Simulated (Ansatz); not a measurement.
## A computed series for ZnS: element substitutions

The parent structure is ZnS in the zinc blende structure (space group F-43m, No. 216).

Space group F-43m (No. 216); a = b = c = 5.3569 Å, α = β = γ = 90.00°

| atom | site | symmetry | x | y | z |
|---|---|---|---|---|---|
| S | 4c | -43m | 0.2500 | 0.2500 | 0.2500 |
| Zn | 4a | -43m | 0.0000 | 0.0000 | 0.0000 |
(The calculation used a cell of 2 atoms; values per cell refer to that cell.)

Each row replaces one element on all its sites; cell and atoms are relaxed.

Level of theory: Ansatz (an electronic-structure program) PBEsol, spin-orbit coupling left out, earlier PAW set.

Candidates:
(a) S → Pd
(b) S → Cl
(c) Zn → Ge

For the base:

| Item | Value |
|---|---|
| Shortest interatomic distance | 2.320 Å |

### Question
Order them by shortest interatomic distance, lowest first.

### Answer
(a) S → Pd (2.396 Å), (c) Zn → Ge (2.593 Å), (b) S → Cl (2.598 Å)

No phonon test of stability was made. As relaxed here, ZnPd, ZnCl and GeS are hypothetical phases, not in the database extracts checked. The final runs are not spin-polarised. An odd electron count without spin: ZnCl.
